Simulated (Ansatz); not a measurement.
The reference is Ag in the fcc (Cu type) structure (space group Fm-3m, No. 225; relaxed with 0.1 eV smearing).

```yaml
crystal:
  lattice:
    - [0.00000, 2.05214, 2.05214]
    - [2.05214, 0.00000, 2.05214]
    - [2.05214, 2.05214, 0.00000]
  atoms:
    - { symbol: Ag, position: [0.00000, 0.00000, 0.00000] }
```

Cartesian axes are those of the cell as printed.

All numbers come from Kohn–Sham DFT with the r2SCAN functional, run in Ansatz (an electronic-structure program) with PAW and 500 eV plane waves, no spin-orbit coupling.

Base values:

- Pressure: 0.0 GPa
- Shortest interatomic distance: 2.902 Å

It is then changed as follows: uniaxial strain ε_zz = +3.00 %, all other strain components held at zero; the atoms relax in the strained cell.

Estimate the effect on the pressure, energy relative to the base and shortest interatomic distance.

The pressure (mean of the normal stresses, compression positive) goes from zero to -2.8 GPa; the energy increases by 5.7 meV/atom; the shortest interatomic distance is still 2.902 Å.

Whether these cells are dynamically stable was not tested.
